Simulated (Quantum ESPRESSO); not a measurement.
A user runs Quantum ESPRESSO on Zr₃Hg (Pm-3n, 8 atoms in the cell) and asks whether the run is sound. The aim is a self-consistent single point with DFT, LDA (PW92), plane waves, PseudoDojo standard norm-conserving (LDA) pseudopotentials.

Cell that was meant: a = 5.5600 Å, b = 5.5600 Å, c = 5.5600 Å, α = 90.00°, β = 90.00°, γ = 90.00°.

Part of the input:

```fortran
    conv_thr = 1.0e-11,
/
ATOMIC_SPECIES
Hg   200.5920  Zr.upf
Zr    91.2240  Hg.upf
ATOMIC_POSITIONS {crystal}
Hg  0.0000000000    0.0000000000    0.0000000000
Hg  0.5000000000    0.5000000000    0.5000000000
Zr  0.2500000000    0.0000000000    0.5000000000
Zr  0.5000000000    0.7500000000    0.0000000000
Zr  0.7500000000    0.0000000000    0.5000000000
Zr  0.5000000000    0.2500000000    0.0000000000
Zr  0.0000000000    0.5000000000    0.7500000000
Zr  0.0000000000    0.5000000000    0.2500000000
K_POINTS {automatic}
5 5 5  0 0 0
CELL_PARAMETERS {angstrom}
```

The program printed (abridged):

```
     Message from routine setup:
     using ibrav=0 with symmetry is DISCOURAGED, use correct ibrav instead
     G-vector sticks info
   [... lines left out ...]
                       cart. coord. in units 2pi/alat
        k(    1) = (   0.0000000   0.0000000   0.0000000), wk =   0.0160000
        k(    2) = (   0.0000000   0.0000000   0.2000000), wk =   0.0960000
        k(    3) = (   0.0000000   0.0000000   0.4000000), wk =   0.0960000
   [... 7 lines left out ...]

     Dense  grid:    91911 G-vectors     FFT dimensions: (  60,  60,  60)

     Initial potential from superposition of free atoms

     starting charge     143.9957, renormalised to     144.0000
     Self-consistent Calculation

     iteration #  1     ecut=    70.00 Ry     beta= 0.70

     Threshold (ethr) on eigenvalues was too large:
     Diagonalizing with lowered threshold

     total energy              =   -2203.13677011 Ry
     estimated scf accuracy    <       0.42752096 Ry

     iteration #  2     ecut=    70.00 Ry     beta= 0.70

     total energy              =   -2203.20422857 Ry
     estimated scf accuracy    <       0.85585656 Ry

     iteration #  3     ecut=    70.00 Ry     beta= 0.70

     total energy              =   -2203.35915392 Ry
     estimated scf accuracy    <       0.00890878 Ry

   [... 6 blocks of this kind left out ...]

     iteration # 10     ecut=    70.00 Ry     beta= 0.70

     total energy              =   -2203.36226557 Ry
     estimated scf accuracy    <          6.9E-11 Ry

     iteration # 11     ecut=    70.00 Ry     beta= 0.70
     End of self-consistent calculation

   [... 8 lines left out ...]

   [... 8 lines left out ...]

     the Fermi energy is    16.6586 ev

!    total energy              =   -2203.36226557 Ry
     estimated scf accuracy    <          3.7E-13 Ry
     smearing contrib. (-TS)   =      -0.00359941 Ry
     internal energy E=F+TS    =   -2203.35866616 Ry

     convergence has been achieved in  11 iterations

     Forces acting on atoms (cartesian axes, Ry/au):

     atom    1 type  1   force =     0.00000000    0.00000000    0.00000000
   [... zero for the other atoms too ...]

     Total force =     0.000000     Total SCF correction =     0.000000

          total   stress  (Ry/bohr**3)                   (kbar)     P=      -19.24
  -0.00013079   0.00000000   0.00000000          -19.24        0.00        0.00
   0.00000000  -0.00013079   0.00000000            0.00      -19.24        0.00
   0.00000000   0.00000000  -0.00013079            0.00        0.00      -19.24

   JOB DONE.
```

Q: Is anything amiss in this input, and did it matter?

A: The run is not sound. The fault is potential files assigned to the wrong elements. Each file describes one element; swapped files give the atoms the wrong cores and charges. To fix it, match the files to the elements. The run converged in 11 iterations without an error; against the sound input the pressure goes from -5.79 to -1.92 GPa.

The sound input it was made from differs as follows (other fixes are possible):
```diff
-Hg   200.5920  Zr.upf
-Zr    91.2240  Hg.upf
+Hg   200.5920  Hg.upf
+Zr    91.2240  Zr.upf
-Hg  0.0000000000    0.0000000000    0.0000000000
-Hg  0.5000000000    0.5000000000    0.5000000000
-Zr  0.2500000000    0.0000000000    0.5000000000
-Zr  0.5000000000    0.7500000000    0.0000000000
-Zr  0.7500000000    0.0000000000    0.5000000000
-Zr  0.5000000000    0.2500000000    0.0000000000
-Zr  0.0000000000    0.5000000000    0.7500000000
-Zr  0.0000000000    0.5000000000    0.2500000000
+Hg    0.0000000000    0.0000000000    0.0000000000
+Hg    0.5000000000    0.5000000000    0.5000000000
+Zr    0.2500000000    0.0000000000    0.5000000000
+Zr    0.5000000000    0.7500000000    0.0000000000
+Zr    0.7500000000    0.0000000000    0.5000000000
+Zr    0.5000000000    0.2500000000    0.0000000000
+Zr    0.0000000000    0.5000000000    0.7500000000
+Zr    0.0000000000    0.5000000000    0.2500000000
```

With that input, the run converged in 13 iterations: free energy E − TS -17350.8307 eV; Fermi level (on the code's own zero) 15.35 eV; pressure -5.79 GPa (DFT, LDA (PW92), plane waves, PseudoDojo standard norm-conserving (LDA) pseudopotentials).

On the sound input: the starting cell comes from a database of published, mostly measured structures (it also holds non-ambient and calculated ones), without a prior relaxation at this level. With a pressure of about -6 GPa the cell is away from its equilibrium volume at this level.
